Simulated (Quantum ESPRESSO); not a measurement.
Quantum ESPRESSO run on Rb3Bi (Fm-3m, 4 atoms in the cell): self-consistent single point.

Method of the run: PBEsol, SSSP 1.1.2 efficiency (PBE) pseudopotentials (plane waves; Quantum ESPRESSO 7.5).

```
Rb3Bi
1.0
   -4.42135     0.00000     4.42135
    0.00000     4.42135     4.42135
   -4.42135     4.42135     0.00000
Rb Bi
3 1
Direct
  0.75000   0.75000   0.75000
  0.25000   0.25000   0.25000
  0.50000   0.50000   0.50000
  0.00000   0.00000   0.00000
```

Reference input (self-consistent single point, DFT, LDA (PW92), plane waves, PseudoDojo standard norm-conserving (LDA) pseudopotentials): ecutwfc = 70 Ry; occupations = smearing; smearing = fd; degauss = 0.0073499 Ry; potentials = {Rb: Rb.upf, Bi: Bi.upf}; K_POINTS = automatic 9 9 9 0 0 0; conv_thr = 1e-10 Ry; mixing_beta = 0.7. This run's input differs from it in these lines:

```diff
@@ -14,3 +14,4 @@
    ntyp = 2
-   ecutwfc = 70
+   ecutwfc = 60
+   ecutrho = 480
    occupations = 'smearing'
@@ -18,2 +19,3 @@
    degauss = 0.0073499
+   input_dft = 'pbesol'
 /
@@ -24,4 +26,4 @@
 ATOMIC_SPECIES
-Rb    85.4678  Rb.upf
-Bi   208.9804  Bi.upf
+Rb    85.4678  Rb_ONCV_PBE-1.0.oncvpsp.upf
+Bi   208.9804  Bi_pbe_v1.uspp.F.UPF
 ATOMIC_POSITIONS {angstrom}
```

Output (repeated stretches shortened):

```
     Self-consistent Calculation

     iteration #  1     ecut=    60.00 Ry     beta= 0.70

---- Real-time Memory Report at c_bands before calling an iterative solver
           722 MiB given to the printing process from OS
           247 MiB allocation reported by mallinfo(arena+hblkhd)
------------------

     negative rho (up, down):  4.450E-02 0.000E+00

     total energy              =    -331.18071429 Ry
     estimated scf accuracy    <       0.60861835 Ry

     iteration #  2     ecut=    60.00 Ry     beta= 0.70

---- Real-time Memory Report at c_bands before calling an iterative solver
   [... lines left out ...]
           887 MiB given to the printing process from OS
           299 MiB allocation reported by mallinfo(arena+hblkhd)
------------------

     negative rho (up, down):  4.400E-02 0.000E+00

     total energy              =    -331.38016758 Ry
     estimated scf accuracy    <          1.3E-09 Ry

     iteration # 12     ecut=    60.00 Ry     beta= 0.70

---- Real-time Memory Report at c_bands before calling an iterative solver
           888 MiB given to the printing process from OS
           299 MiB allocation reported by mallinfo(arena+hblkhd)
------------------

     negative rho (up, down):  4.400E-02 0.000E+00
     End of self-consistent calculation

     the Fermi energy is     5.8936 ev

!    total energy              =    -331.38016758 Ry
     estimated scf accuracy    <          1.2E-11 Ry
     smearing contrib. (-TS)   =      -0.00038992 Ry
     internal energy E=F+TS    =    -331.37977766 Ry

     convergence has been achieved in  12 iterations

     negative rho (up, down):  4.400E-02 0.000E+00

     Forces acting on atoms (cartesian axes, Ry/au):

     atom    1 type  1   force =    -0.00000000    0.00000000   -0.00000000
   [... zero for the other atoms too ...]

     Total force =     0.000000     Total SCF correction =     0.000000

     negative rho (up, down):  4.400E-02 0.000E+00
          total   stress  (Ry/bohr**3)                   (kbar)     P=        2.61
   0.00001773   0.00000000   0.00000000            2.61        0.00        0.00
   0.00000000   0.00001773  -0.00000000            0.00        2.61       -0.00
   0.00000000  -0.00000000   0.00001773            0.00       -0.00        2.61

   JOB DONE.
```

The run converged in 12 iterations. Against the reference run the pressure goes from -0.65 to 0.26 GPa.

The starting cell comes from a database of computed structures (which also holds hypothetical and non-ambient phases and stackings), without a prior relaxation at this level. Its lattice was rescaled by a random factor within 2.5 % of one.

Cost on one core of a shared machine: roughly 3 min.
